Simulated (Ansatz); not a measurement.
# Ti3Al under a change: uniaxial stress, 1 GPa tension along x

The parent structure is Ti$_{3}$Al (space group P6_3/mmc, No. 194; a = 5.747 Å, c = 4.632 Å). Axes: x lies along a and z along c of the hexagonal cell.

Modification: uniaxial stress, 1 GPa tension along x; all other stress components relax to zero.

Method: DFT with r2SCAN, PAW potentials and a 500 eV plane-wave cutoff in Ansatz (an electronic-structure program), no SOC, earlier PAW set. Γ-centred 10×10×10 mesh, Fermi–Dirac width 0.05 eV.

* **Shortest interatomic distance**: 2.817 Å (base 2.813 Å)
* **Energy relative to the base (free energy F)**: +0.3 meV/atom
* **Band gap**: zero (base zero)
* **Strain response (xx, yy, zz)**: (+0.68, −0.28, −0.11) % (rough)

Without a gap, meshes like the base's 10×10×10 leave anisotropic stresses uncertain by several tenths of a GPa, and small strain energies with them. Stability under load was not tested beyond the relaxation. The final runs are not spin-polarised.
